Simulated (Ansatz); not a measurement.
The starting structures come from a database of crystals and need not be the phases stable at ambient conditions.

Here is the system:

```
HgRb2SnTe4
1.0
    7.35138     0.00000     0.00000
    1.91572     7.09738     0.00000
    3.51994    -2.93438     5.74823
Rb Sn Hg Te
2 1 1 4
Direct
  0.50000   0.50000   0.00000
  0.00000   0.50000   0.50000
  0.50000   0.00000   0.50000
  0.00000   0.00000   0.00000
  0.09346   0.33838   0.90654
  0.90654   0.00000   0.43184
  0.43184   0.66162   0.56816
  0.56816   0.00000   0.09346
```

Space group of this cell: I-42m. The cell is taken as given.

Transport runs along the normal of the first two printed cell vectors, the (101) plane of the conventional cell.

The gap is the functional's own. No spin-orbit coupling. Mid-gap values are interpolated on the energy grid.

Problem. Estimate the band gap and the smallest decay constant κ at mid-gap that r2SCAN run with Ansatz (an electronic-structure program) returns for this system.

Solution. Gap 0.90 eV on a 6×6×6 mesh; κ = 0.149 1/Å, at the zone centre.
